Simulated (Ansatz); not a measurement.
# PdSb under a change: tensor shear ε_yz = −0.19 %

The parent structure is PdSb in the NiAs type structure (space group P6_3/mmc, No. 194; a = 4.090 Å, c = 5.570 Å; relaxed with 0.1 eV smearing). Axes: x lies along a and z along c of the hexagonal cell.

Perturbation: a pure shear with ε_yz = ε_zy = -0.0019; the atoms relax in the strained cell.

Calculations: PBEsol (Ansatz, a first-principles code, PAW, spin-orbit coupling left out). Settings: 16×16×11 k-points, 0.1 eV Fermi–Dirac smearing.

```json
[
 {"quantity": "volume per atom", "base": "20.18 Å³", "changed": "20.18 Å³", "shift": "0.00 Å³"},
 {"quantity": "shortest interatomic distance", "base": "2.742 Å", "changed": "2.737 Å", "shift": "-0.005 Å"},
 {"quantity": "energy relative to the base (free energy F)", "base": "0 meV/atom", "changed": "0.0 meV/atom", "shift": "0.0 meV/atom"},
 {"quantity": "pressure (mean of the normal stresses, compression positive)", "base": "0.0 GPa", "changed": "0.0 GPa", "shift": "0.0 GPa"},
 {"quantity": "band gap", "base": "zero", "changed": "zero", "shift": "–"},
 {"quantity": "stress (xx, yy, zz, yz, xz, xy; compression positive)", "base": "–", "changed": "(0.0, 0.0, 0.0, 0.2, 0.0, 0.0) GPa", "shift": "–"}
]
```

Final structure:

```
CELL_PARAMETERS angstrom
      4.09048     0.00000     0.00000
     -2.04524     3.54246    -0.00673
      0.00000    -0.01058     5.56960
ATOMIC_POSITIONS crystal
  Sb 0.33333 0.66667 0.25000
  Sb 0.66667 0.33333 0.75000
  Pd 0.00000 0.00000 0.00000
  Pd 0.00000 0.00000 0.50000
```

Cost of the whole job for the changed cell (relaxation, final SCF and bands): about 3 core-minutes (a rough figure).

No phonon test of stability was made. All final runs are without spin polarisation.
